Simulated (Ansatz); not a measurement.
Reference: Cd (P6_3/mmc), PBEsol with spin-orbit coupling, rigid bands (plane waves, PAW; Ansatz, a first-principles code); geometry: cell and atoms relaxed with PBEsol.

```
Cd
1.0
    2.92719     0.00000     0.00000
   -1.46360     2.53502     0.00000
    0.00000     0.00000     5.72471
Cd
2
Cartesian
  0.00000   1.69002   1.43118
  1.46360   0.84501   4.29353
```

- density of states at the Fermi level per atom = 0.23 states/eV
- Drude plasma energy = 8.0 eV
- root-mean-square Fermi velocity = 15.2 ×10⁵ m/s

### Question
Swap Cd for Ru, keeping the structure type. How do these values move?

### Answer
Ru (P6_3/mmc): volume per atom 21.2 to 13.3 Å³; density of states at the Fermi level per atom rises (0.23 states/eV to 0.78 states/eV); Drude plasma energy stays about the same (8.0 eV to 8.8 eV); root-mean-square Fermi velocity falls (15.2 ×10⁵ m/s to 7.1 ×10⁵ m/s).

### Question
Swap Cd for Hf, keeping the structure type. How do these values move?

### Answer
Hf (P6_3/mmc): volume per atom 21.2 to 21.6 Å³; density of states at the Fermi level per atom rises (0.23 states/eV to 0.74 states/eV); Drude plasma energy falls (8.0 eV to 4.1 eV); root-mean-square Fermi velocity falls (15.2 ×10⁵ m/s to 4.3 ×10⁵ m/s).

### Question
Replace Cd by Zr on the same sites and relax. What happens?

### Answer
Zr (P6_3/mmc): volume per atom 21.2 to 22.5 Å³; density of states at the Fermi level per atom rises (0.23 states/eV to 0.98 states/eV); Drude plasma energy falls (8.0 eV to 4.1 eV); root-mean-square Fermi velocity falls (15.2 ×10⁵ m/s to 3.9 ×10⁵ m/s).

Moves up to 17 % count as about the same. Metals at this level; values at 300 K, both spins, means over directions. As a rough test of the mesh, the Fermi surface's area from every second k point differs by up to 11 %.
